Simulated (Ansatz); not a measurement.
Structure of amorphous In$_{9}$Ga$_{9}$Zn$_{9}$O$_{39}$Y$_{2}$ (periodic cell):

```xyz
68
Lattice="9.7987 0.0470 0.3265 0.0470 9.6867 0.1950 0.3265 0.1950 9.1674" Properties=species:S:1:pos:R:3 pbc="T T T"
In     9.0962     3.3451     4.3664
In     7.5557     4.2857     7.0657
In     5.0450     7.1027     6.7347
In     4.1988     5.1095     0.2420
In     4.3576     3.5011     6.2143
In     6.5228     0.7529     6.8752
In     1.1009     8.6095     4.3687
In     4.7085     3.4430     2.8480
In     7.8452     4.8629     1.0801
Ga     1.9391     1.9033     3.4839
Ga     5.7014     8.2775     0.6699
Ga     3.0347     2.0331     9.1762
Ga     1.5136     5.7679     1.6122
Ga     9.7331     1.9393     1.4424
Ga     2.8680     8.6991     1.6881
Ga     8.4207     7.6329     8.1935
Ga     3.1217     9.5663     7.2432
Ga     7.3457     8.1172     5.0167
Zn     1.3124     3.0014     6.8926
Zn     4.9909     6.3394     3.1984
Zn     9.3048     6.0961     4.3049
Zn     6.0017     1.9867     0.5671
Zn    10.0316     0.2373     8.5950
Zn     9.1789     7.9433     1.8036
Zn     7.6987     0.9870     2.9475
Zn     2.4824     5.1047     4.4422
Zn     9.4914     0.9899     6.0897
O      4.9513     7.3188     8.9024
O      5.6030     7.5483     4.5965
O      7.5496     3.4671     9.0324
O      1.3057     3.7194     3.7025
O      4.5054     4.7907     4.5070
O      8.9002     5.7307     8.1516
O      2.3407     5.3939     9.1034
O      7.9333     4.9668     5.0127
O      0.3886     7.9585     8.5372
O      0.1699     1.1220     3.8382
O      7.3716     7.4295     0.8039
O      3.0555     9.7900     9.2390
O      9.4279     5.7444     2.2485
O      8.4941     9.6513     7.5452
O      4.7923     9.5375     6.3548
O      1.4023     7.6398     2.0390
O      1.5105     9.7519     6.2332
O      3.2301     2.0001     7.2960
O      5.8490     1.6202     2.5376
O      0.8518     2.0174     8.5226
O      6.0249     0.4707     8.8977
O      2.4001     4.4909     6.4102
O      4.1420     2.9483     0.6723
O      8.4895     2.9734     2.3722
O      8.8351     0.2794     1.4969
O      9.2975     2.9132     6.4405
O      8.8728     8.0022     3.9937
O      5.8476     5.0547     1.8713
O      3.0397     7.6498     6.8887
O      5.3667     5.0608     7.3943
O      7.0305     0.2796     4.6627
O      3.6554     2.1363     4.2311
O      6.3094     2.6942     6.2445
O      2.6663     9.6119     3.3857
O      1.7217     2.0291     1.6121
O      4.6567     8.3517     2.2301
O      3.2149     5.4665     2.3579
O      7.1839     7.5130     6.7676
O      1.1428     6.5804     4.9530
Y      4.7907     0.1414     3.8992
Y      1.4334     6.2887     7.3179
```

The numbers are results of PBE, scalar-relativistic without spin-orbit coupling (plane waves to 420 eV, PAW; Ansatz, a program for electronic structure), not measurements.

A CHGNet melt-quench gave the starting glass, which DFT then relaxed. O atoms were pushed apart under 1.9 Å during the dynamics, to hinder bonds among them. The hot cell started wider than the set density and was brought back towards it in steps. It is the lowest in DFT energy of 2 quenches. It is a model cell: composition and starting density were chosen by hand, and all elements were melted together. No dispersion term was used. Its density started from a set value of 5.83 and ended at 5.83 g/cm³. Cooling (nominally 320 K/ps over its main leg) ran many orders faster than in experiment, which tends to leave more defects and strain. One small periodic cell is one sample of the glass; other quenches scatter about these values. The volume was held where the preparation left it and the shape relaxed, at a PBE pressure of 2.6 GPa. Stress components on the final sampling reach 2.7 GPa.

Cut-offs for bonds: In-In 3.12 Å, In-Ga 2.90 Å, In-Zn 2.90 Å, In-O 2.76 Å, In-Y 3.43 Å, Ga-Ga 2.68 Å, Ga-Zn 2.68 Å, Ga-O 2.42 Å, Ga-Y 3.21 Å, Zn-Zn 2.68 Å, Zn-O 2.42 Å, Zn-Y 3.21 Å, O-O 1.58 Å, O-Y 2.82 Å, Y-Y 3.74 Å. Two cations that share two anions don't count as bonded, nor two that share one unless they lie closer than In-In 3.04 Å, In-Ga 2.82 Å, In-Zn 2.82 Å, In-Y 3.34 Å, Ga-Ga 2.61 Å, Ga-Zn 2.61 Å, Ga-Y 3.12 Å, Zn-Zn 2.61 Å, Zn-Y 3.12 Å, Y-Y 3.64 Å.

Q: Give the coordination numbers, mean bond lengths and angles.

A: 
The mean coordination of In by anions is 5.78 (2 with 5, 7 with 6); 1 close contacts or bonds to cations besides and the mean coordination of Ga by anions comes out as 4.44 (5 with 4, 4 with 5). The mean coordination of Zn by anions is 4.44 (6 with 4, 2 with 5, 1 with 6); 1 close contacts or bonds to cations besides. The mean coordination of O comes out as 3.72 (12 with 3, 26 with 4, 1 with 5) and the mean coordination of Y by anions is 6.50 (1 with 6, 1 with 7). The mean In-O bond is 2.229 Å (spread 0.133 Å, 52 counted), the mean Ga-O bond is 1.922 Å (spread 0.091 Å, 40 counted) and the mean Zn-O bond comes out as 2.049 Å (spread 0.110 Å, 40 counted). The mean O-Y bond is 2.318 Å (spread 0.092 Å, 13 counted). The bond angle at In is mean 104.0°, spread 30.4° and the bond angle at Ga is mean 107.8°, spread 22.7°. The bond angle at Zn is mean 106.9°, spread 25.9°, the bond angle at O is mean 110.0°, spread 18.5° and the bond angle at Y comes out as mean 103.3°, spread 30.6°.

Q: List the pairs of like atoms that count as bonded by the rules above.

A: There are none by these rules.
